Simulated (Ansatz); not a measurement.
The starting structures come from a database of crystals and need not be the phases stable at ambient conditions.

```yaml
crystal:
  lattice:
    - [3.80954, 0.00000, 0.00000]
    - [-1.90477, 3.29916, 0.00000]
    - [0.00000, 0.00000, 43.62733]
  atoms:
    - { symbol: Zn, position: [0.00000, 0.00000, 0.14290] }
    - { symbol: Zn, position: [0.66667, 0.33333, 0.07150] }
    - { symbol: Zn, position: [0.00000, 0.00000, 0.57140] }
    - { symbol: Zn, position: [0.00000, 0.00000, 0.78570] }
    - { symbol: Zn, position: [0.33333, 0.66667, 0.71430] }
    - { symbol: Zn, position: [0.33333, 0.66667, 0.28570] }
    - { symbol: Zn, position: [0.66667, 0.33333, 0.21440] }
    - { symbol: Zn, position: [0.66667, 0.33333, 0.64300] }
    - { symbol: Zn, position: [0.33333, 0.66667, 0.42860] }
    - { symbol: Zn, position: [0.00000, 0.00000, 0.92860] }
    - { symbol: Zn, position: [0.66667, 0.33333, 0.49990] }
    - { symbol: Zn, position: [0.00000, 0.00000, 0.35720] }
    - { symbol: Zn, position: [0.33333, 0.66667, 0.00010] }
    - { symbol: Zn, position: [0.33333, 0.66667, 0.85720] }
    - { symbol: S, position: [0.33333, 0.66667, 0.76780] }
    - { symbol: S, position: [0.00000, 0.00000, 0.98220] }
    - { symbol: S, position: [0.00000, 0.00000, 0.19650] }
    - { symbol: S, position: [0.66667, 0.33333, 0.69640] }
    - { symbol: S, position: [0.33333, 0.66667, 0.91070] }
    - { symbol: S, position: [0.33333, 0.66667, 0.48210] }
    - { symbol: S, position: [0.00000, 0.00000, 0.41080] }
    - { symbol: S, position: [0.33333, 0.66667, 0.33920] }
    - { symbol: S, position: [0.66667, 0.33333, 0.55340] }
    - { symbol: S, position: [0.00000, 0.00000, 0.83930] }
    - { symbol: S, position: [0.33333, 0.66667, 0.05360] }
    - { symbol: S, position: [0.66667, 0.33333, 0.26780] }
    - { symbol: S, position: [0.00000, 0.00000, 0.62500] }
    - { symbol: S, position: [0.66667, 0.33333, 0.12500] }
```

The cell is taken as given.

Transport runs along the normal of the first two printed cell vectors, the (001) plane of the conventional cell.

The gap is the functional's own. No spin-orbit coupling. Mid-gap values are those at the computed energy nearest the middle.

Problem. State the band gap and the smallest decay constant κ at mid-gap according to Ansatz (an electronic-structure program) with r2SCAN.

Solution. Gap 2.73 eV on a 12×12×1 mesh; κ = 0.174 1/Å, at the zone centre.
